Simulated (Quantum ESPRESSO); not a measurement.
**Short convergence ladders for BaAl2 (R3m, 6 atoms in the cell)**

```
CELL_PARAMETERS angstrom
      3.00077    -1.73250     4.90024
      0.00000     3.46500     4.90024
     -3.00077    -1.73250     4.90024
ATOMIC_POSITIONS crystal
  Ba 0.50340 0.50340 0.50340
  Ba 0.75000 0.75000 0.75000
  Al 0.12500 0.12500 0.12500
  Al 0.62500 0.12500 0.12500
  Al 0.12500 0.12500 0.62500
  Al 0.12500 0.62500 0.12500
```

Base method: PBEsol, GBRV 1.5 ultrasoft (PBESOL) pseudopotentials (plane waves; Quantum ESPRESSO 7.5).

Base settings: ecutwfc = 40 Ry; ecutrho = 200 Ry; occupations = smearing; smearing = gaussian; degauss = 0.0073499 Ry; potentials = {Ba: ba_pbesol_v1.uspp.F.UPF, Al: al_pbesol_v1.uspp.F.UPF}; K_POINTS = automatic 3 3 3 0 0 0; conv_thr = 1e-09 Ry.

The count of work is k-points × plane waves × bands × iterations; it is no time. 

**The k-point mesh**

The second cell is the first with its lattice scaled by 0.98.

Only quantities that move along the ladder and can be compared are tabulated.

| K_POINTS | free energy less the last step's (meV/atom) | energy of the compressed cell less the first (meV/atom) | pressure (GPa) | largest difference of a force vector from the last step's (eV/Å) | count of work / last |
|---|---|---|---|---|---|
| automatic 1 1 1 0 0 0 | -160.40 | -48.91 | -5.96 | 0.053 | 0.0095 |
| automatic 3 3 3 0 0 0 | 44.54 | -6.18 | -2.00 | 0.036 | 0.047 |
| automatic 4 4 4 0 0 0 | -8.53 | 1.45 | -1.26 | 0.016 | 0.10 |
| automatic 6 6 6 0 0 0 | 3.95 | -0.47 | -1.44 | 0.010 | 0.28 |
| automatic 10 10 10 0 0 0 | 0.00 | -0.02 | -1.39 | 0.000 | 1.0 |

Coarsest K_POINTS that holds the forces within 0.02 eV/Å: not settled: the last two steps still differ by 0.010 eV/Å, over half the tolerance, so the ladder does not show it.

Coarsest K_POINTS that holds the free energy within 5 meV/atom: not settled: the last two steps still differ by 3.9 meV/atom, over half the tolerance, so the ladder does not show it.

Coarsest K_POINTS that holds the pressure within 0.2 GPa of the last step, with all finer ones: automatic 4 4 4 0 0 0, at 0.10 of the last step's count of work; the step before is off by 0.61 GPa.

**The k-point mesh at a smearing width of 0.02 eV**

In this ladder: degauss = 0.00147 Ry.

Only quantities that move along the ladder and can be compared are tabulated.

```csv
K_POINTS,free energy less the last step's (meV/atom),pressure (GPa),largest difference of a force vector from the last step's (eV/Å),count of work / last
automatic 3 3 3 0 0 0,47.02,-2.26,0.033,0.026
automatic 5 5 5 0 0 0,7.64,-1.19,0.017,0.082
automatic 8 8 8 0 0 0,1.87,-1.39,0.009,0.28
automatic 13 13 13 0 0 0,0.00,-1.38,0.000,1.0
```

Coarsest K_POINTS that holds the pressure within 0.05 GPa of the last step, with all finer ones: automatic 8 8 8 0 0 0, at 0.28 of the last step's count of work; the step before is off by 0.19 GPa.

Coarsest K_POINTS that holds the free energy within 5 meV/atom of the last step, with all finer ones: automatic 8 8 8 0 0 0, at 0.28 of the last step's count of work; the step before is off by 7.6 meV/atom.

On the base run: the starting cell comes from a database of computed structures (which also holds hypothetical and non-ambient phases and stackings), without a prior relaxation at this level. Its lattice was rescaled by up to half a per cent. One atom was moved a little off its site on purpose. Without a gap this mesh is coarse (it stands for a supercell whose shortest vector is 18 Å).
